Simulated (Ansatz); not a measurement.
Take Mo in the simple cubic structure (space group Pm-3m, No. 221; a = 2.572 Å; a hypothetical phase, not in the database extracts checked; relaxed with 0.1 eV smearing) as the base. Axes: x, y, z lie along the cube axes.

The values are results of Ansatz (a quantum-chemistry and plane-wave program), PBEsol, PAW, cutoff 420 eV, without spin-orbit coupling, not measurements.

A first run, uniaxial strain ε_yy = −1.88 %, gives secant values C11 ≈ 470 GPa and C12 ≈ 99 GPa from its stress. A second run applies isotropic strain +1.04 %.

What does linear elasticity predict for the bulk modulus −ΔP/(ΔV/V₀) in the second run, and what does the run give?

Linear elasticity: (C11 + 2 C12)/3 = 220 GPa. The run gives 190 GPa; any difference comes from nonlinear terms at these strains and numerical noise.

Stability against distortions was not tested. All final runs are without spin polarisation.
